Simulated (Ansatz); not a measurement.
Start from SnTe in the rock salt structure (space group Fm-3m, No. 225).

```
CELL_PARAMETERS angstrom
      0.00000     3.20463     3.20463
      3.20463     0.00000     3.20463
      3.20463     3.20463     0.00000
ATOMIC_POSITIONS crystal
  Te 0.00000 0.00000 0.00000
  Sn 0.50000 0.50000 0.50000
```

Levels (all Ansatz, a quantum-chemistry and plane-wave program, PAW, earlier PAW set): PBE (420 eV, no SOC); HSE06+SOC (420 eV, noncollinear with spin-orbit coupling).

The geometry is relaxed with PBE.

PBE lowest conduction level above the VBM at special points: L 0.05 eV; W 0.86 eV; X 2.39 eV; Γ 3.25 eV

Problem. How does going to HSE06+SOC change the lowest conduction level above the VBM at special points?

Solution. The lowest conduction level above the VBM at special points changes from L 0.05 eV; W 0.86 eV; X 2.39 eV; Γ 3.25 eV to L 0.10 eV; W 1.08 eV; X 2.61 eV; Γ 3.14 eV.

Single points use the geometry relaxed with PBE. The hybrid gap comes from the SCF mesh plus the semilocal run's edge points and a few special points and is an upper bound. Differences between runs with and without spin-orbit coupling are approximate. The levels and masses belong to the bands next to the band gap. No phonon test of stability was made.
